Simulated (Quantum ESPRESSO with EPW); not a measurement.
AlAs: phonon-limited electron drift mobility along x at 300 K against the coarse meshes from which the couplings are interpolated (Quantum ESPRESSO with EPW, LDA, PseudoDojo 0.4 norm-conserving potentials with their local tails restored to the Coulomb form, DFPT electron-phonon coupling, iterative Boltzmann equation). Each run picks its fine mesh from its own bands, so these can differ.

Space group F-43m (No. 216); a = b = c = 5.621 Å, α = β = γ = 90.00°

| atom | site | symmetry | x | y | z |
|---|---|---|---|---|---|
| Al | 4a | -43m | 0.0000 | 0.0000 | 0.0000 |
| As | 4d | -43m | 0.7500 | 0.7500 | 0.7500 |
(The calculation used a cell of 2 atoms; values per cell refer to that cell.)

```
coarse k  coarse q  fine mesh  Wannier miss near the edge (meV)  μ (cm²/(V·s))  move from a fine mesh of 0.7 the divisions  against the last row
--------  --------  ---------  --------------------------------  -------------  ------------------------------------------  --------------------
6×6×6        3×3×3   78×78×78                                 6            364                                         1 %                 +10 %
8×8×8        4×4×4   78×78×78                                11            391                                         1 %                 +18 %
12×12×12     4×4×4   78×78×78                                 6            330                                         4 %                     -
```

The last step in the coarse meshes, 8×8×8/4×4×4 to 12×12×12/4×4×4, moves the value by 18 %, and the fine meshes of those two rows move it by up to 4 %. The coarse meshes are the larger error, and the last row is the best estimate here, not a limit.

Dilute carriers, scattering by harmonic phonons alone, dynamical quadrupoles left out; computed gap 1.32 eV. Spin-orbit coupling is left out. Leaving out quadrupoles slows convergence with the coarse q mesh and, in piezoelectric crystals, misstates scattering by acoustic modes, which can move the mobility by tens of per cent or more, whatever the mesh. Geometry: relaxed with this functional.
